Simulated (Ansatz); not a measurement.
Consider MgO in the rock salt structure (space group Fm-3m, No. 225; a = 4.254 Å).

It is then changed as follows: cell and atoms relaxed at a pressure of 15 GPa.

Levels (all Ansatz, an electronic-structure program, PAW): PBE (420 eV, no spin-orbit coupling); r2SCAN (500 eV, scalar-relativistic without spin-orbit coupling); HSE06 (420 eV, no spin-orbit coupling); PBE+SOC (420 eV, spin-orbit coupling included).

One geometry, relaxed with PBE, under each level:

Notes on the quantities. hole mass: degenerate bands, along [100].

The valence-band top lists the three highest levels at Γ (Kramers pairs under SOC), from the VBM.

```csv
level,band gap,lowest conduction level above the VBM at special points,valence-band top at Γ,electron mass,hole mass,pressure
PBE,5.30 eV,Γ 5.30 eV; L 8.27 eV; X 9.21 eV; U 10.38 eV,"0.00, 0.00, 0.00 eV",0.37 mₑ (at Γ),"0.41, 2.1, 2.1 mₑ (at Γ)",14.99 GPa
r2SCAN,___,___,–,___,___,___
HSE06,7.09 eV,Γ 7.09 eV; L 10.09 eV; X 10.96 eV,–,–,–,–
PBE+SOC,5.28 eV,Γ 5.28 eV; L 8.26 eV; X 9.20 eV; U 10.37 eV,"0.00, 0.00, -0.04 eV",0.37 mₑ (at Γ),"0.55, 2.0 mₑ (at Γ)",14.99 GPa
```

### Question
Give the withheld r2SCAN results.

### Answer

- r2SCAN, band gap: 6.20 eV
- r2SCAN, lowest conduction level above the VBM at special points: Γ 6.20 eV; L 9.20 eV; X 10.12 eV; U 11.35 eV
- r2SCAN, electron mass: 0.38 mₑ (at Γ)
- r2SCAN, hole mass: 0.43, 2.0, 2.0 mₑ (at Γ)
- r2SCAN, pressure: 9.14 GPa

Single points use the geometry relaxed with PBE. Their cutoffs differ, which shifts pressures a little. Differences between runs with and without spin-orbit coupling are approximate. Load acts through the strain it causes; cell and atoms are relaxed under it. Effective masses come from finite differences of ±0.01 Å⁻¹. No phonon test of stability was made. Competing high-pressure phases were not computed.
